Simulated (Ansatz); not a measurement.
**TaC: pressure series**

Consider TaC in the rock salt structure (space group Fm-3m, No. 225; a = 4.440 Å).

Cell and atoms are relaxed at each pressure.

Computed with PBEsol, PAW, 420 eV (Ansatz, a quantum-chemistry and plane-wave program; spin-orbit coupling left out).

```csv
P (GPa),V (Å³/atom)
-2.00,11.006
-1.00,10.973
0.89,10.913
2.09,10.876
4.50,10.803
9.00,10.673
15.00,10.511
22.50,10.325
30.00,10.154
```

Task: Fit a third-order Birch–Murnaghan equation of state.

Result: Least squares on P(V) = (3B₀/2)[(V₀/V)^(7/3) − (V₀/V)^(5/3)]·[1 + (3/4)(B₀′ − 4)((V₀/V)^(2/3) − 1)] gives V₀ = 10.94 Å³/atom, B₀ = 344 GPa and B₀′ = 4.1.

Load acts through the strain it causes; cell and atoms are relaxed under it. Stability against distortions was not tested. No other phases were tried under pressure. All final runs are without spin polarisation. An odd electron count without spin: TaC.
